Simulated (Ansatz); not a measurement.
The reference is SiC in the zinc blende structure (space group F-43m, No. 216).

```
SiC
1.0
    0.00000     2.16449     2.16449
    2.16449     0.00000     2.16449
    2.16449     2.16449     0.00000
Si C
1 1
Cartesian
  0.00000   0.00000   0.00000
  1.08225   1.08225   1.08225
```

Computed with LDA/PAW in Ansatz (a first-principles code), without spin-orbit coupling.

Base values:

| Quantity | Result |
|---|---|
| Hole mass | 0.39, 0.59, 0.59 mₑ (at Γ) |
| Smallest direct gap | 4.53 eV |
| Band gap | 1.30 eV |

One thing is altered: the cell is scaled by 1.0200 in all directions, atoms relaxed at fixed cell.

### Question
Estimate the effect on the hole mass, smallest direct gap and band gap.

### Answer
The hole mass (degenerate bands, along [100]) becomes 0.36, 0.59, 0.59 mₑ (at Γ) (base: 0.39, 0.59, 0.59 mₑ (at Γ)); the smallest direct gap shrinks by 0.067 eV to 4.47 eV; the band gap rises by 0.05 eV (1.30 eV → 1.35 eV).

The cells carry an imposed strain or load. Masses are band curvatures over ±0.01 Å⁻¹ around the edge. Stability against distortions was not tested.
